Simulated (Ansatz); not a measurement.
Input and output of a self-consistent single point for Cs3VSe4 (I-43m, 8 atoms in the cell) (Ansatz, a first-principles code).

Computed with PBEsol-D4, default PAW files made with PBE (plane waves; Ansatz).

```
Cs3VSe4
1.0
   -4.30387     4.30387     4.30387
    4.30387    -4.30387     4.30387
    4.30387     4.30387    -4.30387
Cs V Se
3 1 4
Direct
  0.50000   0.50000   0.00000
  0.00000   0.50000   0.50000
  0.50000   0.00000   0.50000
  0.00000   0.00000   0.00000
  0.30708   0.00000   0.00000
  0.00000   0.00000   0.30708
  0.00000   0.30708   0.00000
  0.69292   0.69292   0.69292
```

Reference input (self-consistent single point, DFT, PBEsol, plane waves, default PAW files made with PBE): basis.ecutwfc = 420 eV; kpoints.mp_grid.grid = 4 4 4; kpoints.mp_grid.shift = 0.5 0.5 0.5; hamiltonian.xc = pbesol; hamiltonian.pseudopotentials = {kind: paw} (the program's default PAW files); scf.occupations.method = fixed. This run's input differs from it in these lines:

```diff
@@ -20,2 +20,3 @@
   xc: pbesol
+  dispersion: d4
   pseudopotentials: { kind: paw }
```

Log, with long lists cut:

```
SCF iter   1: F=—  HF=-41348.517789 eV  |F-HF|=—  |Δ(HF+E_count)|=         —  Δρ=2.14e-3  dr2=2.98e-2  ethr=1.77e-3  ⟨swp⟩=5.0  Hψ=1148  notcnv=0  defer=54
all-band conjugate gradients solve this SCF's bands
preconditioner: auto → Resta (q_TF=auto, 2.264 Å⁻¹)
SCF iter   2: F=—  HF=-41348.516292 eV  |F-HF|=—  |Δ(HF+E_count)|=   1.50e-3  Δρ=2.75e-3  dr2=2.79e-2  ethr=2.87e-5  ⟨swp⟩=2.0  Hψ=582  notcnv=0  defer=54
   [... lines left out ...]
SCF iter   6: F=—  HF=-41348.514724 eV  |F-HF|=—  |Δ(HF+E_count)|=   6.18e-6  Δρ=3.38e-5  dr2=3.23e-6  ethr=5.01e-8  ⟨swp⟩=2.0  Hψ=528  notcnv=0  defer=36
SCF iter   7: F=—  HF=-41348.514727 eV  |F-HF|=—  |Δ(HF+E_count)|=   3.70e-6  Δρ=7.05e-6  dr2=2.73e-7  ethr=3.10e-9  ⟨swp⟩=2.0  Hψ=654  notcnv=0  defer=36
SCF iter   8: F=—  HF=-41348.514728 eV  |F-HF|=—  |Δ(HF+E_count)|=   3.66e-7  Δρ=6.36e-6  dr2=2.20e-7  ethr=9.62e-11  ⟨swp⟩=13.7  Hψ=2096  notcnv=0
SCF iter   9: F=-41348.514728 eV  HF=-41348.514728 eV  |F-HF|=1.29e-8  |Δ(HF+E_count)|=   2.75e-8  Δρ=1.76e-6  dr2=1.64e-8  ethr=9.62e-11  ⟨swp⟩=2.7  Hψ=1137  notcnv=0
SCF 1 converged in 9 iterations: F = -41348.514728 eV  dr2 = 1.64e-8
Free energy (F): -41348.514728 eV
Internal energy: -41348.514728 eV  (E = F + TS)
E sigma→0 (E₀):  -41348.514728 eV
Fermi energy:    4.059764 eV
--- Forces (eV/Å), atoms counted from 1 ---
  atom   1  Cs     0.00000000     0.00000000     0.00000000
  atom   2  Cs    -0.00000000     0.00000000    -0.00000000
  atom   3  Cs     0.00000000    -0.00000000     0.00000000
  atom   4  V     -0.00000000    -0.00000000    -0.00000000
  atom   5  Se     0.06304269    -0.06304269    -0.06304269
  atom   6  Se    -0.06304269    -0.06304269     0.06304269
  atom   7  Se    -0.06304269     0.06304269    -0.06304269
  atom   8  Se     0.06304269     0.06304269     0.06304269
--- Stress (GPa, compression-positive) ---
       -1.215198      -0.000000      -0.000000
        0.000000      -1.215198      -0.000000
        0.000000      -0.000000      -1.215198
  P = ⅓ Tr σ = -1.2152 GPa (-12.152 kbar)
  The stress holds the Pulay correction. Without it, at fixed plane waves, as pw.x and ABINIT print it: P = -1.2229 GPa
```

The run converged in 9 iterations. Against the reference run the pressure goes from -0.80 to -1.22 GPa, the largest force goes from 0.117 to 0.109 eV/Å and the gap on the mesh stays at 1.539 eV.

The starting cell comes from a database of computed structures (which also holds hypothetical and non-ambient phases and stackings), without a prior relaxation at this level. Ansatz's pressure includes its estimate of the finite-basis (Pulay) stress. The shifted mesh does not hold Γ, so a gap read on it misses any band edge there.

Keys are those of Ansatz 0.2.
